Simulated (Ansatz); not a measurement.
## germanium: the defect Ge vacancy + 2 H

Method: PBE, PAW (plane waves to 420 eV; Ansatz, an electronic-structure program). A 2×2×2 supercell of 64 sites was used; the energies come from a 2×2×2 shifted sampling of its zone. Sites at the start: the Ge site; 2 H on the vacancy's neighbours. A cell of this size leaves errors of a few tenths of an eV. PBE closes or nearly closes this host's gap, so even the neutral cell can hold carriers in host bands. Spin–orbit coupling is left out. Each state is the lowest found from its start.

Formation energies E_f are those of the neutral cell. Chemical conditions: host crystal and elements as references (Δμ(Ge) = 0.00 eV, Δμ(H) = 0.00 eV; H taken from its element, since no compound that bounds it was computed at this level; only phases computed here count, gases as isolated molecules at 0 K). Reference phases: Ge: germanium, H: H2 molecule in a box.

The name describes the start; the neighbours show where the atoms ended.

```json
[
 {"charge": "0", "moment (μB)": "0.0", "point group": "C2v", "largest move off a lattice site (Å)": "0.33", "neighbours of the last H atom of the defect at the end (Å)": "Ge 1.56, H 1.86, Ge 2.76, Ge 2.76", "E_f, host crystal and elements as references (eV)": "1.85", "above the lowest spin state (eV)": "0.00"},
 {"charge": "0", "moment (μB)": "not spin-polarised", "point group": "C2v", "largest move off a lattice site (Å)": "0.33", "neighbours of the last H atom of the defect at the end (Å)": "Ge 1.56, H 1.86, Ge 2.76, Ge 2.76", "E_f, host crystal and elements as references (eV)": "1.85", "above the lowest spin state (eV)": "0.00"}
]
```

Point groups are those of the whole cell at tolerances of 0.03 and 0.1 Å ("near" where only the looser one holds); none is given for unsettled states.

Starting moments that weren't kept: charge 0 began with 2 μB and ended with 0.0.
